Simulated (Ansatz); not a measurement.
# BiTe (Fm-3m, No. 225, 2 atoms in the cell; start mp-567362; a measured phase of this formula has another space group)

Calculation: r²SCAN (Ansatz, a program for electronic structure, plane waves, PAW).

Settings: plane-wave cutoff 560 eV, 14×14×14 k mesh, Fermi–Dirac smearing 0.05 eV, scalar-relativistic PAW data made under PBE.

Cell (relaxed at this level):

```xyz
2
Lattice="0.0000 3.2349 3.2349 3.2349 0.0000 3.2349 3.2349 3.2349 0.0000" Properties=species:S:1:pos:R:3 pbc="T T T"
Bi     0.0000     0.0000     0.0000
Te     3.2349     3.2349     3.2349
```

For BiTe (Fm-3m, No. 225, 2 atoms in the cell; start mp-567362; a measured phase of this formula has another space group), the band gap is zero (no gap) and the bulk modulus comes out as 51.0 GPa.

Note: the relaxation could not lower the start's symmetry, so the cell can be a saddle point above a distorted one; the bulk modulus is −V dP/dV from two relaxed cells at ±2 % in volume.

Spin–orbit coupling is not included; it can open a gap where bands touch, and shift volumes and moduli.

The computed numbers hold no vibrational or temperature effects.

The result took very roughly 60 core-seconds.

A start named mp-… is a Materials Project structure, which need not be a measured phase.
